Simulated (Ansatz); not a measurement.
## Pressure series in GeSb2Te4

The parent structure is GeSb$_{2}$Te$_{4}$ (space group R-3m, No. 166; a = 4.2484 Å, c = 40.1951 Å (hexagonal axes)).

Cell and atoms are relaxed at each pressure.

The values are results of PBE-D3(BJ)/PAW in Ansatz (a first-principles code), spin-orbit coupling left out, earlier PAW set, not measurements.

Notes on the quantities. enthalpy: H = E + PV relative to the base's energy.

```
change               density  shortest interatomic distance       enthalpy
----------------  ----------  -----------------------------  -------------
base              6.55 g/cm³                     5.605 bohr              –
pressure 0.9 GPa  6.68 g/cm³                            ___  +0.17 eV/atom
pressure 2.1 GPa  6.84 g/cm³                            ___  +0.38 eV/atom
pressure 4.5 GPa  7.12 g/cm³                            ___  +0.80 eV/atom
pressure 9 GPa    7.57 g/cm³                     5.345 bohr  +1.55 eV/atom
```

### Question
Fill in the withheld entries from the trend.

### Answer

- pressure 0.9 GPa, shortest interatomic distance: 5.570 bohr
- pressure 2.1 GPa, shortest interatomic distance: 5.531 bohr
- pressure 4.5 GPa, shortest interatomic distance: 5.461 bohr

The mesh was chosen for an insulator and is coarse for the gapless case. Load acts through the strain it causes; cell and atoms are relaxed under it. Whether these cells are dynamically stable was not tested. No other phases were tried under pressure. All final runs are without spin polarisation. The D3 term's C6 switches between coordination references near this geometry, which can add small steps to energies.
